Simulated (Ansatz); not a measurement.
Consider Pt in the fcc (Cu type) structure (space group Fm-3m, No. 225; relaxed with 0.1 eV smearing).

```yaml
crystal:
  lattice:
    - [0.00000, 1.97088, 1.97088]
    - [1.97088, 0.00000, 1.97088]
    - [1.97088, 1.97088, 0.00000]
  atoms:
    - { symbol: Pt, position: [0.00000, 0.00000, 0.00000] }
```

Cartesian axes are those of the cell as printed.

Level of theory: Ansatz (an electronic-structure program), r2SCAN, PAW, cutoff 500 eV, scalar-relativistic without spin-orbit coupling.

Modification: tensile biaxial strain of 2.00 % in the plane normal to [001], as in epitaxy on a mismatched substrate; the out-of-plane cell vector and the atoms relax.

Q: What does the calculation give for the ratio −ε⊥/ε∥ and energy relative to the base after the change?

A: The ratio −ε⊥/ε∥ is 1.47; the energy goes up by 7.4 meV/atom.

Whether these cells are dynamically stable was not tested. The final runs are not spin-polarised.
